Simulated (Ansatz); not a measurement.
Reference: TiAu (P4/nmm), PBEsol, DFPT electron-phonon coupling, linearised Boltzmann equation (plane waves, PAW, scalar-relativistic; Ansatz, an electronic-structure program); geometry: relaxed with this functional, without spin-orbit coupling.

Space group P4/nmm, origin choice 1 (No. 129); a = b = 3.3080 Å, c = 6.0056 Å, α = β = γ = 90.00°

```tsv
atom	site	symmetry	x	y	z
Ti	2c	4mm	0.5000	0.0000	0.1358
Au	2c	4mm	0.0000	0.5000	0.3610
```

The resistivity at 300 K comes out as 18.4 μΩ·cm. The mean free path at 300 K comes out as 9.1 nm and the electron-phonon coupling λ is 0.23. The logarithmic mean phonon energy comes out as 16.1 meV.

**Question.** Replace Ti by Hf on the same sites and relax. What happens?

**Answer.** HfAu (P4/nmm): volume per atom 16.4 to 18.8 Å³; resistivity at 300 K falls (18.4 μΩ·cm to 16.3 μΩ·cm); mean free path at 300 K stays about the same (9.1 nm to 9.3 nm); electron-phonon coupling λ stays about the same (0.23 to 0.25); logarithmic mean phonon energy falls (16.1 meV to 11.5 meV).

Moves up to 9 % count as about the same. Metals; harmonic phonons alone scatter; means over directions. The mean free path is weighted by the current that each state carries. Halving the electron mesh moves these values by up to 6 %; q meshes are mostly untested. Spin-orbit coupling is left out.

Computed structure with no diffraction record at hand here (it may be known, metastable or hypothetical): HfAu (P4/nmm), TiAu (P4/nmm). The missing spin-orbit coupling matters most for HfAu (P4/nmm), TiAu (P4/nmm).
